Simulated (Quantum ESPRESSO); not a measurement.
**Short convergence ladders for HfPd2 (I4mm, 3 atoms in the cell)**

```xyz
3
Lattice="-1.6945 1.6945 4.3440 1.6945 -1.6945 4.3440 1.6945 1.6945 -4.3440" Properties=species:S:1:pos:R:3 pbc="T T T"
Hf     0.0000     0.0000     0.0500
Pd     0.0000     0.0000     2.9455
Pd     0.0000     0.0000     5.7425
```

Base method: PBEsol, GBRV 1.5 ultrasoft (PBESOL) pseudopotentials (plane waves; Quantum ESPRESSO).

Base settings: ecutwfc = 40 Ry; ecutrho = 320 Ry; occupations = smearing; smearing = fermi-dirac; degauss = 0.0073499 Ry; potentials = {Hf: hf_pbesol_v1.uspp.F.UPF, Pd: pd_pbesol_v1.4.uspp.F.UPF}; K_POINTS = automatic 5 5 5 0 0 0; conv_thr = 1e-10 Ry.

The count of work is k-points × plane waves × bands × iterations; it is no time. Core times come from one kind of shared machine, to one figure; runs under 30 s give none.

**The cutoff for other potential files**

Level: DFT, PBEsol, plane waves, PseudoDojo standard norm-conserving (PBESOL) pseudopotentials.

In this ladder: ecutrho = default; pseudopotentials = {Hf: Hf.upf, Pd: Pd.upf}.

The mesh stays at the base's, so the ladder's end is converged at best in this setting alone.

Only quantities that move along the ladder and can be compared are tabulated.

```csv
ecutwfc,free energy less the last step's (meV/atom),pressure (GPa),largest difference of a force vector from the last step's (eV/Å),count of work / last,core time / last (rough)
38 Ry,5287.46,-177.46,0.082,0.12,–
47 Ry,1435.11,-69.05,0.041,0.15,0.1
59 Ry,174.09,-14.69,0.004,0.21,0.2
72 Ry,7.98,-2.47,0.000,0.28,0.2
85 Ry,1.46,-1.48,0.000,0.35,0.3
102 Ry,0.79,-1.50,0.000,0.47,0.5
128 Ry,0.46,-1.49,0.000,0.66,0.5
170 Ry,0.00,-1.48,0.000,1.0,1
```

Coarsest ecutwfc that holds the forces within 0.005 eV/Å of the last step, with all finer ones: 59 Ry, at 0.21 of the last step's count of work and about 0.2 of the last step's time; the step before is off by 0.041 eV/Å.

Coarsest ecutwfc that holds the free energy within 5 meV/atom of the last step, with all finer ones: 85 Ry, at 0.35 of the last step's count of work and about 0.3 of the last step's time; the step before is off by 8.0 meV/atom.

Coarsest ecutwfc that holds the pressure within 0.05 GPa of the last step, with all finer ones: 85 Ry, at 0.35 of the last step's count of work and about 0.3 of the last step's time; the step before is off by 0.99 GPa.

At the lowest cutoff the pressure lies 176 GPa under the last step's, the usual sign of Pulay stress in an incomplete plane-wave basis.

**The density cutoff**

The second cell is the first with its lattice scaled by 0.98.

The mesh stays at the base's, so the ladder's end is converged at best in this setting alone.

Only quantities that move along the ladder and can be compared are tabulated.

```tsv
ecutrho	free energy less the last step's (meV/atom)	energy of the compressed cell less the first (meV/atom)	pressure (GPa)	largest difference of a force vector from the last step's (eV/Å)	core time / last (rough)
80 Ry	-50.37	33.53	5.18	0.046	–
120 Ry	0.14	26.57	-1.75	0.000	0.4
160 Ry	0.51	26.58	-1.78	0.000	0.4
200 Ry	-0.13	26.60	-1.81	0.000	0.4
240 Ry	-0.17	26.62	-1.76	0.000	0.3
320 Ry	-0.23	26.60	-1.79	0.000	0.4
400 Ry	0.00	26.59	-1.79	0.000	0.6
640 Ry	0.00	26.59	-1.79	0.000	1
```

Coarsest ecutrho that holds the pressure within 1 GPa of the last step, with all finer ones: 120 Ry, at about 0.4 of the last step's time; the step before is off by 7.0 GPa.

Coarsest ecutrho that holds the forces within 0.005 eV/Å of the last step, with all finer ones: 120 Ry, at about 0.4 of the last step's time; the step before is off by 0.046 eV/Å.

Coarsest ecutrho that holds the energy of the compressed cell less the first within 2 meV/atom of the last step, with all finer ones: 120 Ry, at about 0.4 of the last step's time; the step before is off by 6.9 meV/atom.

On the base run: the starting cell comes from a database of computed structures (which also holds hypothetical and non-ambient phases and stackings), without a prior relaxation at this level. Its lattice was rescaled by up to half a per cent. One atom was moved a little off its site on purpose. Spin polarisation is off. Without a gap this mesh is coarse (it stands for a supercell whose shortest vector is 17 Å).
